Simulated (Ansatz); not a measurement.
Base system: Sn in the diamond structure (space group Fd-3m, No. 227; a = 6.566 Å). Axes: x, y, z lie along the cube axes.

The values are results of r2SCAN (Ansatz, a first-principles code), scalar-relativistic without spin-orbit coupling, not measurements.

Base values:

```
Property           Result
---------------  --------
Pressure          0.0 GPa
Volume per atom  35.39 Å³
Band gap             zero
```

The change: tensile biaxial strain of 3.00 % in the plane normal to [001], as in epitaxy on a mismatched substrate; the out-of-plane cell vector and the atoms relax.

### Question
Predict the new pressure, energy relative to the base, volume per atom and band gap.

### Answer
The pressure (mean of the normal stresses, compression positive) goes from zero to -1.2 GPa; the energy rises by 13 meV/atom; the volume per atom rises by 1.095 Å³, from 35.39 Å³ to 36.49 Å³; the band gap stays zero.

Whether these cells are dynamically stable was not tested.
